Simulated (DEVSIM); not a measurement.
System: Mo/SiO2/p-Si capacitor, at 250 K.

| layer (left to right) | material | thickness (nm) | Na (cm⁻³) |
|---|---|---|---|
| 1 | SiO2 | 6.60 | - |
| 2 | Si | 2100 | 7.4e16 |

Metal gate on the left, work function 4.6 eV. Fixed charge at the semiconductor interface 1.2e11 cm⁻² (in units of +e); no interface traps.

Constants are typed, rounded textbook-type inputs, not results; the design itself was drawn at random and stands for no fabricated device. Values at 300 K; Nc and Nv go as T^1.5, mobilities as T to minus their exponent, the gap by Varshni's rule with the affinity fixed.

```tsv
parameter	SiO2	Si
gap (eV)	9	1.124
affinity (eV)	0.9	4.05
permittivity	3.9	11.7
Nc (cm⁻³)	-	2.86e19
Nv (cm⁻³)	-	3.1e19
Varshni α (eV/K)	-	0.000473
Varshni β (K)	-	636
```

DEVSIM, 1D Poisson equation in equilibrium, Boltzmann statistics, complete ionisation; no quantum confinement or tunnelling. Metal contacts follow the ideal Schottky-Mott rule: no Fermi-level pinning, no interface dipoles.

### Question
Tabulate band edges, carrier densities and field at 0.3 V on the gate.

### Answer
Energies count from the Fermi level of the right contact; mesh points crowd at the junctions.

```
x (μm)    Ec (eV)  Ev (eV)  n (cm⁻³)  p (cm⁻³)  field (V/cm)
--------  -------  -------  --------  --------  ------------
0.000       3.400   -5.600     < 1e2     < 1e2        280000
0.001116    3.432   -5.569     < 1e2     < 1e2        280000
0.002813    3.479   -5.521     < 1e2     < 1e2        280000
0.004881    3.538   -5.462     < 1e2     < 1e2        280000
0.006535    3.584   -5.415     < 1e2     < 1e2        280000
0.007725    0.449   -0.687    2.0e10    330000        110000
0.01025     0.476   -0.660     5.4e9   1200000        110000
0.01829     0.560   -0.576     1.1e8     5.7e7         99000
0.03162     0.682   -0.454    390000    1.7e10         84000
0.06058     0.877   -0.259     < 1e2    1.4e14         51000
0.1216      1.008   -0.128     < 1e2    6.1e16          2900
0.3156      1.012   -0.124     < 1e2    7.4e16           ≈ 0
0.6587      1.012   -0.124     < 1e2    7.4e16           ≈ 0
1.250       1.012   -0.124     < 1e2    7.4e16           ≈ 0
1.786       1.012   -0.124     < 1e2    7.4e16           ≈ 0
1.955       1.012   -0.124     < 1e2    7.4e16           ≈ 0
2.035       1.012   -0.124     < 1e2    7.4e16           ≈ 0
2.073       1.012   -0.124     < 1e2    7.4e16           ≈ 0
2.095       1.012   -0.124     < 1e2    7.4e16           ≈ 0
2.101       1.012   -0.124     < 1e2    7.4e16           ≈ 0
2.105       1.012   -0.124     < 1e2    7.4e16           ≈ 0
2.107       1.012   -0.124     < 1e2    7.4e16           ≈ 0
```
